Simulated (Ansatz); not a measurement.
**InP in the wurtzite structure (space group P6_3mc, No. 186; a model cell, its experimental status unchecked)**

InP is taken in the hexagonal space group P6₃mc (No. 186), the wurtzite structure, Pearson symbol hP4. Conventional cell: a = 4.169 Å, b = 4.169 Å, c = 6.846 Å, α = 90.00°, β = 90.00°, γ = 120.00°. In on 2b is surrounded by 4 P at 2.556–2.564 Å (tetrahedral). P on 2b sees 4 In at 2.556–2.564 Å (tetrahedral). (Neighbours: up to the widest gap in distance over summed covalent radii, below 1.35, at either atom; cation-cation and far metal-metal contacts left out.)

All numbers come from Ansatz (a first-principles code) r2SCAN, scalar-relativistic without spin-orbit coupling, earlier PAW set. Γ-centred 9×9×5 mesh, Fermi–Dirac width 0.05 eV.

* **Volume per atom**: 25.77 Å³
* **Density**: 4.70 g/cm³
* **Band gap**: 1.09 eV, direct at Γ
* **Electron mass**: 0.071 mₑ along c, 0.084 mₑ across
* **Total energy**: -3185.896 eV/atom (σ→0; compares only within this code and set-up)

Effective masses come from finite differences of ±0.01 Å⁻¹. Stability against distortions was not tested. This is not the structure that InP has at room temperature and ambient pressure.
